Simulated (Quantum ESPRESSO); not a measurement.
A user runs Quantum ESPRESSO on Li (Im-3m, 1 atom in the cell) and asks whether the run is sound. The aim is a self-consistent single point with DFT, LDA (PW92), plane waves, PseudoDojo standard norm-conserving (LDA) pseudopotentials.

Cell that was meant: a = 2.9487 Å, b = 2.9487 Å, c = 2.9487 Å, α = 109.47°, β = 109.47°, γ = 109.47°.

Part of the input:

```fortran
K_POINTS automatic
18 18 18  1 1 1
CELL_PARAMETERS angstrom
  -3.2171790000     3.2171790000     3.2171790000
   3.2171790000    -3.2171790000     3.2171790000
   3.2171790000     3.2171790000    -3.2171790000
```

The program printed (abridged):

```
     Message from routine setup:
     using ibrav=0 with symmetry is DISCOURAGED, use correct ibrav instead
     G-vector sticks info
   [... lines left out ...]

     48 Sym. Ops., with inversion, found

   Cartesian axes

     site n.     atom                  positions (alat units)
         1        Li     tau(   1) = (   0.0000000   0.0000000   0.0000000  )

     number of k points=   190  Marzari-Vanderbilt smearing, width (Ry)=  0.0200

     Number of k-points >= 100: set verbosity='high' to print them.

     Dense  grid:    78709 G-vectors     FFT dimensions: (  60,  60,  60)

     Initial potential from superposition of free atoms

     starting charge       2.9953, renormalised to       3.0000
     Self-consistent Calculation

     iteration #  1     ecut=    75.00 Ry     beta= 0.70

     Threshold (ethr) on eigenvalues was too large:
     Diagonalizing with lowered threshold

     total energy              =     -14.12636199 Ry
     estimated scf accuracy    <       0.00224312 Ry

     iteration #  2     ecut=    75.00 Ry     beta= 0.70

     total energy              =     -14.12644481 Ry
     estimated scf accuracy    <       0.00021651 Ry

     iteration #  3     ecut=    75.00 Ry     beta= 0.70
     c_bands:  1 eigenvalues not converged

     total energy              =     -14.12645236 Ry
     estimated scf accuracy    <       0.00000074 Ry

     iteration #  4     ecut=    75.00 Ry     beta= 0.70
     c_bands:  1 eigenvalues not converged
     End of self-consistent calculation

     Number of k-points >= 100: set verbosity='high' to print the bands.

     the Fermi energy is    -1.9608 ev

!    total energy              =     -14.12645267 Ry
     estimated scf accuracy    <          5.2E-09 Ry
     smearing contrib. (-TS)   =      -0.00046595 Ry
     internal energy E=F+TS    =     -14.12598671 Ry

     convergence has been achieved in   4 iterations

     Forces acting on atoms (cartesian axes, Ry/au):

     atom    1 type  1   force =     0.00000000    0.00000000    0.00000000

     Total force =     0.000000     Total SCF correction =     0.000000

          total   stress  (Ry/bohr**3)                   (kbar)     P=       -9.46
  -0.00006429  -0.00000000  -0.00000000           -9.46       -0.00       -0.00
  -0.00000000  -0.00006429   0.00000000           -0.00       -9.46        0.00
  -0.00000000   0.00000000  -0.00006429           -0.00        0.00       -9.46

   JOB DONE.
```

### Question
Is this run sound? If not, what is wrong?

### Answer
The run is not sound. The fault is this: cell lengths typed in bohr where angstrom is read. 1 bohr is 0.529 Å, so a mix-up scales every length by 1.89 or 0.529 and the volume by 6.75 or 0.148. To fix it, give the lengths in the unit that the key or card expects. The run converged in 4 iterations without an error; against the sound input the free energy goes up by 1.44 eV/atom and the pressure goes from -0.54 to -0.95 GPa. The full log also holds: “c_bands:  1 eigenvalues not converged”.

The sound input it was made from differs as follows (other fixes are possible):
```diff
-  -3.2171790000     3.2171790000     3.2171790000
-   3.2171790000    -3.2171790000     3.2171790000
-   3.2171790000     3.2171790000    -3.2171790000
+  -1.7024580000     1.7024580000     1.7024580000
+   1.7024580000    -1.7024580000     1.7024580000
+   1.7024580000     1.7024580000    -1.7024580000
```

With that input, the run converged in 4 iterations: free energy E − TS -193.6353 eV; Fermi level (on the code's own zero) 0.94 eV; pressure -0.54 GPa (DFT, LDA (PW92), plane waves, PseudoDojo standard norm-conserving (LDA) pseudopotentials).

On the sound input: the starting cell comes from a database of computed structures (which also holds hypothetical and non-ambient phases and stackings), without a prior relaxation at this level. Its lattice was rescaled by a random factor within 2.5 % of one.
